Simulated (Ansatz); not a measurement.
# Effect of pressure 18 GPa on Mg3Sb2

Base system: Mg3Sb2 (space group P-3m1, No. 164; a = 4.596 Å, c = 7.272 Å).

One thing is altered: cell and atoms relaxed at a pressure of 18 GPa.

Level of theory: PBE in Ansatz (plane waves to 420 eV, PAW, spin-orbit coupling left out). Settings: 12×12×7 k-points, 0.05 eV Fermi–Dirac smearing.

The volume per atom decreases by 5.94 Å³, from 26.60 Å³ to 20.66 Å³ and the density grows by 1.14 g/cm³, from 3.95 g/cm³ to 5.09 g/cm³. The lattice parameter a drops by 0.358 Å, from 4.596 Å to 4.238 Å and the c/a ratio shrinks by 0.015 (1.582 → 1.567). The shortest interatomic distance falls by 0.188 Å (2.847 Å → 2.659 Å) and the band gap becomes zero (base: 0.15 eV).

Final structure:

```yaml
crystal:
  lattice:
    - [4.23791, 0.00000, 0.00000]
    - [-2.11895, 3.67013, 0.00000]
    - [0.00000, 0.00000, 6.64279]
  atoms:
    - { symbol: Sb, position: [0.33333, 0.66667, 0.21452] }
    - { symbol: Sb, position: [0.66667, 0.33333, 0.78548] }
    - { symbol: Mg, position: [0.00000, 0.00000, 0.00000] }
    - { symbol: Mg, position: [0.33333, 0.66667, 0.62878] }
    - { symbol: Mg, position: [0.66667, 0.33333, 0.37122] }
```

Spin-orbit coupling, missing from the scalar runs, can matter with Sb. Load acts through the strain it causes; cell and atoms are relaxed under it. Stability against distortions was not tested. No other phases were tried under pressure. The final runs are not spin-polarised. The zero or small gap of Mg3Sb2 can change with the level of theory.

Ansatz is an electronic-structure program.
